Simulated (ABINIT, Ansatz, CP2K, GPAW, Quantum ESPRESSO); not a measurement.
# One structure in several programs: TaAs (I4_1md, 4 atoms in the cell)

Self-consistent single point.

```
CELL_PARAMETERS angstrom
     -1.74764     1.74764     5.95596
      1.74764    -1.74764     5.95596
      1.74764     1.74764    -5.95596
ATOMIC_POSITIONS crystal
  Ta 0.49997 0.99997 0.50000
  Ta 0.74997 0.74997 0.00000
  As 0.08263 0.58263 0.50000
  As 0.33263 0.33263 0.00000
```

All programs got the same cell, k-point mesh and kind of occupations (in Ansatz's words: kpoints.mp_grid.grid = 8 8 8; scf.occupations.method = fermi_dirac; scf.occupations.width = 0.1 eV); potentials, basis and cutoffs are each program's usual ones.

```csv
code,model,pressure (GPa),largest force (eV/Å),k-points,cutoff
ABINIT,"PBE, norm-conserving pseudopotentials (PseudoDojo nc-sr-05 PBE standard)",-5.19,0.005,59,42 Ha
Quantum ESPRESSO,"PBE, SSSP 1.1.2 efficiency (PBE) pseudopotentials",-5.87,0.000,59,40 Ry
Ansatz,"PBE, PAW files",-5.36,0.006,59,420 eV
GPAW,"PBE, GPAW PAW datasets PBE (gpaw-data 1.0.1)",-4.93,0.005,59,550 eV
CP2K,"PBE, GPW, DZVP-MOLOPT-SR-GTH basis, GTH-PBE potentials (GTH_POTENTIALS)",-5.18,0.002,260,grid 500 Ry
```

The spread over the programs that give each value: pressure within 0.94 GPa; largest force within 0.006 eV/Å.

The starting cell comes from a database of computed structures (which also holds hypothetical and non-ambient phases and stackings), without a prior relaxation at this level. Its lattice was rescaled by a random factor within 2.5 % of one. On Ansatz's run: Spin-orbit coupling is off. Spin polarisation is off. In the base run, with a pressure of about -5 GPa the cell is away from its equilibrium volume at this level.

Why do the programs differ, and what cannot be compared?

Differences of this kind can come from the potentials, where these differ, and from what each basis and cutoff leave unconverged. The valence holds different numbers of electrons (ABINIT 56, Quantum ESPRESSO 36, Ansatz (a program for electronic structure) 56, GPAW 36, CP2K 36). The zero of total energies and Fermi levels follows the potentials and each program's conventions, so they are not compared here. CP2K uses small atom-centred bases, whose incompleteness enters pressures, forces and empty levels differently from a plane-wave cutoff. Ansatz's pressure is given at a fixed set of plane waves, as the other plane-wave codes print theirs; with its correction for the finite basis it is -5.32 GPa. The programs reduce the same mesh by symmetry to different extents, which changes the work and not the result.

Left out of this page: Elk (not drawn, or without a comparable value); FLEUR (with a known weakness of the program); SIESTA (unsound by tests on forces, stress, charge or solver warnings).

Keys are those of Ansatz 0.2.
